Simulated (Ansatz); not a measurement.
Functionals compared on OH on the 1x1 (0001) surface of corundum (cut with top plane Al), one in a 1x1 cell, started at the site 'over Al at depth 1.2 Å', in Ansatz (plane waves, PAW). The structure was relaxed with PBE; the other rows are single points on it, each with its references at the same level. Cutoff 420 eV (500 eV for r2SCAN). The points keep PBE's geometry, so the relaxation of a polaron and the settling of charge on one site are left out. HSE06 used the coarser mesh 4x4x1.

Host crystal: corundum, with a band gap (PBE, scalar-relativistic without spin-orbit coupling).

Set-up: 22 atoms, 6.7 Å thick at the start under the adsorbate (thin: gaps and levels are the slab's own); mesh 6x6x1; 0.01 eV smearing; dipole correction on; 9 atoms held, the rest relaxed; no symmetry held; spin-polarised, ending with about 1.0 μB a cell, a value that depends on the mesh; orders that need a larger cell were not tried, no spin-orbit, no U, no dispersion correction. The slab shows no gap over 0.04 eV on its mesh. It is one chosen start, not shown to be the lowest state of the adsorbate. These notes are the PBE run's. r2SCAN: The program's check for a lower electronic state was not made. HSE06: The program's check for a lower electronic state was not made. Adsorption energies are against H2O(g) − ½ H2(g). A negative adsorption energy means that the adsorbate is more stable on the surface than in its reference.

| functional | adsorption energy (eV) |
|---|---|
| PBE | 0.90 |
| RPBE | 0.87 |
| r2SCAN | 0.99 |
| HSE06 | 1.70 |

Ansatz is an electronic-structure program.
